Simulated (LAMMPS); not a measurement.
Crystal growth and melting at the (001) interface of Si (diamond structure) with its melt.

All values are model results, not measurements: classical MD, pair style edip, file Si.edip, run in LAMMPS.

```json
[
 {"T (K)": "1180", "speed": "1.70 ± 0.07 m/s", "direction": "the crystal grows"},
 {"T (K)": "1350", "speed": "4.2 ± 0.1 m/s", "direction": "the crystal grows"},
 {"T (K)": "1600", "speed": "-4.9 ± 0.5 m/s", "direction": "the crystal melts back"},
 {"T (K)": "1690", "speed": "-13.2 ± 0.8 m/s", "direction": "the crystal melts back"}
]
```

Measured melting point: 1687 K (Wikipedia, Melting points of the elements (data page)).

Errors shown are sampling errors alone.
